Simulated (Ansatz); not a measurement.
The starting structures come from a database of crystals and need not be the phases stable at ambient conditions.

Tunnelling through a barrier is set by its complex band structure: the current falls as exp(−2κd) with the smallest κ.

Here is the system:

```xyz
14
Lattice="6.6218 0.0000 0.0000 0.0000 7.5814 0.0000 -3.1497 -3.7907 5.7009" Properties=species:S:1:pos:R:3 pbc="T T T"
Ag    -1.6209     0.0000     3.3279
Ag     4.7440     3.7907     1.0071
Ag     0.0344     0.0000     0.0071
P     -1.6635     3.7907     3.5361
P     -2.7488     0.0000     5.6002
P      4.2969     0.0000     0.9469
P      3.3845     1.8477     0.2349
P      3.3845     5.7338     0.2349
P      1.6660     2.6613     2.9880
P      1.6660     4.9201     2.9880
P     -0.3002     2.1088     3.7969
P     -0.3002    -2.1088     3.7969
P      1.2567     2.0607     0.9091
P      1.2567     5.5207     0.9091
```

Space group of this cell: Cm. The cell is taken as given; by PBEsol its mean pressure is -1.2 GPa.

Transport runs along the normal of the first two printed cell vectors.

The gap is the functional's own. No spin-orbit coupling. Mid-gap values are interpolated on the energy grid.

Question: State the band gap and the smallest decay constant κ at mid-gap according to PBEsol in Ansatz (a program for electronic structure).

Answer: Gap 0.77 eV on a 6×6×6 mesh; κ = 0.147 1/Å, at (0.500, 0.000) of the in-plane reciprocal vectors. At the zone centre, at the nearest computed energy, the slowest state has κ = 0.15 1/Å.
